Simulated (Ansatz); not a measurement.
InP (F-43m), PBE with spin-orbit coupling, rigid bands (Ansatz, a first-principles code): N_c = 3.66e17 cm⁻³ at 300 K and an electron conductivity mass of 0.0642 mₑ.

**Question.** For 1e16 electrons per cm³ at 300 K, place the Fermi level, estimate the Seebeck coefficient of a parabolic band with constant τ, and give mobility and conductivity for τ = 20 fs.

**Answer.** The level lies k_BT ln(N_c/n) = 0.093 eV below the conduction-band minimum. S ≈ −(k_B/e)[ln(N_c/n) + 5/2] = -526 μV/K, against -521 μV/K from the full bands (mean over directions). μ = eτ/m = 548 cm²/(V·s) and σ = neμ = 0.878 S/cm. τ is assumed, not computed.

Band transport and this doping are assumed; polarons and phonon drag are left out. Geometry: cell and atoms relaxed with PBEsol.
